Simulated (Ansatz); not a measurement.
An Ansatz (a first-principles code) run: Ca with a change (Ca → Cs); r2SCAN (Ansatz; PAW; 500 eV plane waves; no SOC).

Input:

Ansatz 0.2 input:
```yaml
crystal:
  lattice:
    - [0, 3.964716715, 3.964716715]
    - [3.964716715, 0, 3.964716715]
    - [3.964716715, 3.964716715, 0]
  atoms:
    - { symbol: Cs, position: [0, 0, 0] }
basis: { ecutwfc: 500, ecutrho_ratio: 4, xc_grid: 4, fft_grid_basis: typed }
kpoints: { mp_grid: { grid: [10, 10, 10] } }
hamiltonian:
  xc: r2scan
  dispersion: none
  pseudopotentials: { kind: paw }
scf: { occupations: { method: fermi_dirac, width: 0.05 }, convergence: { dr2_threshold: 0.0000000001 } }
output: { forces: true, stress: true }
checkpoint: { write: state.ck, write_every: 1000 }
```

Output (explanatory and most iteration lines left out):

```
Pseudopotential: Cs, paw, valence charge 9
Crystal: 1 atoms, lattice volume = 124.643 Å³
Basis set: ecut = 500 eV, 3143 PW (Γ), exchange–correlation on 180×180×180 points (64 copies of the dense FFT grid, shifted against one another)
Bands: 9, of which v1, the nominal top of the filled ones, is band 5 counted from 1 (4 counted from 0)
Symmetry: 48 space group operations
Space group: Fm-3m (ITA 225), of the structure as read, at distance tolerance 5.0e-5 Å
k-points: 47 of 1000
Functional: x = r2scan, c = r2scan; τ floored in thin density (d = 2e-4 eV/Å³)
SCF iter   1: F=—  HF=-5685.923639 eV  |F-HF|=—  |Δ(HF+E_count)|=         —  Δρ=2.11e-3  dr2=6.92e-3  dr2_τ=1.67e-4  ethr=1.77e-3  ⟨swp⟩=6.0  Hψ=3586  notcnv=0
SCF iter   2: F=—  HF=-5685.926004 eV  |F-HF|=—  |Δ(HF+E_count)|=   2.36e-3  Δρ=1.10e-3  dr2=2.18e-3  dr2_τ=9.46e-5  ethr=7.68e-5  ⟨swp⟩=2.2  Hψ=1221  notcnv=0
SCF 1 converged in 9 iterations: F = -5685.926848 eV  dr2 = 6.65e-11
SCF converged after 9 iterations
Free energy (F): -5685.926848 eV
Internal energy: -5685.916599 eV  (E = F + TS)
E sigma→0 (E₀):  -5685.921723 eV
Entropy (-TS):   -0.010249 eV (-10.249 meV/atom)
Fermi energy:    1.972796 eV
--- Forces (eV/Å), atoms counted from 1 ---
  atom   1  Cs    -0.00000000     0.00000000     0.00000000
--- Stress (GPa, compression-positive) ---
        0.000384       0.000000       0.000000
        0.000000       0.000384       0.000000
       -0.000000       0.000000       0.000384
  P = ⅓ Tr σ = 0.0004 GPa (0.004 kbar)
```

No phonon test of stability was made. The final runs are not spin-polarised. The cell was made from Ca by this change: Ca → Cs; the result is a model cell. This is not the structure that Cs has at room temperature and ambient pressure.
